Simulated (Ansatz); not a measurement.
Consider MgS in the rock salt structure (space group Fm-3m, No. 225; a = 5.182 Å).

One thing is altered: the cell is scaled by 1.0073 in all directions, atoms relaxed at fixed cell.

Levels (all Ansatz, a program for electronic structure, PAW): PBEsol (420 eV, spin-orbit coupling left out); r2SCAN (500 eV, no SOC); HSE06 (420 eV, without spin-orbit coupling).

At the geometry relaxed with PBEsol, these levels gave the following band gaps, in shuffled order: (a) 3.78 eV, (b) 3.44 eV, (c) 2.68 eV.

### Question
Match each gap to its level.

### Answer
(a) HSE06; (b) r2SCAN; (c) PBEsol.

Single points use the geometry relaxed with PBEsol. HSE06 was sampled on its mesh, a few special points and the semilocal edge points, so its gap is an upper bound. The cells carry an imposed strain or load. No phonon test of stability was made.
